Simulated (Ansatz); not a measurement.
Start from Ca in the fcc (Cu type) structure (space group Fm-3m, No. 225; relaxed with 0.1 eV smearing).

```yaml
crystal:
  lattice:
    - [0.00000, 2.72790, 2.72790]
    - [2.72790, 0.00000, 2.72790]
    - [2.72790, 2.72790, 0.00000]
  atoms:
    - { symbol: Ca, position: [0.00000, 0.00000, 0.00000] }
```

Cartesian axes are those of the cell as printed.

Method: Kohn–Sham DFT with the PBEsol functional, run in Ansatz (a quantum-chemistry and plane-wave program) with PAW and 420 eV plane waves, no spin-orbit coupling.

One thing is altered: biaxial strain −3.00 %, plane normal [001], relaxed out of plane (Cartesian); in-plane vectors clamped, the third vector and the atoms free.

Problem. How does this affect the out-of-plane strain, energy relative to the base and in-plane stress?

Solution. The out-of-plane strain comes out as +3.66 %; the energy rises by 4.9 meV/atom; the mean in-plane stress (compression positive) amounts to +0.7 GPa.

Stability against distortions was not tested.
